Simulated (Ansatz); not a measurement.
## SrAs$_{2}$O$_{6}$ (space group P-31m, No. 162; a cell from a computed database, its experimental status unchecked)

```yaml
crystal:
  lattice:
    - [4.88595, 0.00000, 0.00000]
    - [-2.44298, 4.23136, 0.00000]
    - [0.00000, 0.00000, 5.42823]
  atoms:
    - { symbol: Sr, position: [0.00000, 0.00000, 0.00000] }
    - { symbol: As, position: [0.33333, 0.66667, 0.50000] }
    - { symbol: As, position: [0.66667, 0.33333, 0.50000] }
    - { symbol: O, position: [0.00000, 0.61731, 0.69290] }
    - { symbol: O, position: [0.00000, 0.38269, 0.30710] }
    - { symbol: O, position: [0.38269, 0.38269, 0.69290] }
    - { symbol: O, position: [0.61731, 0.61731, 0.30710] }
    - { symbol: O, position: [0.61731, 0.00000, 0.69290] }
    - { symbol: O, position: [0.38269, 0.00000, 0.30710] }
```

Method: PBEsol, PAW, 420 eV (Ansatz, a first-principles code; scalar-relativistic without spin-orbit coupling), earlier PAW set. Γ-centred 8×8×6 mesh, Fermi–Dirac width 0.05 eV.

The volume per atom comes out as 12.47 Å³, the density is 4.93 g/cm³ and the band gap is 3.62 eV, indirect, K–Γ (43 % along) → Γ. The electron mass is 0.59 mₑ along c, 0.40 mₑ across and the lowest conduction-band minima above the VBM is Γ 3.62 eV. The total energy is -1831.647 eV/atom (σ→0; compares only within this code and set-up).

Masses are band curvatures over ±0.01 Å⁻¹ around the edge. Whether these cells are dynamically stable was not tested.
